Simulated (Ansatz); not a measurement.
Consider the following.

```xyz
2
Lattice="0.0000 2.6783 2.6783 2.6783 0.0000 2.6783 2.6783 2.6783 0.0000" Properties=species:S:1:pos:R:3 pbc="T T T"
Zn     0.0000     0.0000     0.0000
S      1.3391     1.3391     1.3391
```

All values below come from HSE06, rigid bands (plane waves, PAW, scalar-relativistic; Ansatz, a program for electronic structure). How the cell was made: cell and atoms relaxed with PBEsol.

What conductivity effective mass do dilute holes have at 300 K?

0.73 mₑ.

What conductivity effective mass do dilute electrons have at 300 K?

0.21 mₑ.

And the band gap?

3.46 eV at this level.

Rigid bands, one relaxation time for all states, no polarons. Spin-orbit coupling is left out; where it splits the top of the valence band it changes the hole mass and lowers the gap by about a third of the splitting. Geometry: cell and atoms relaxed with PBEsol.
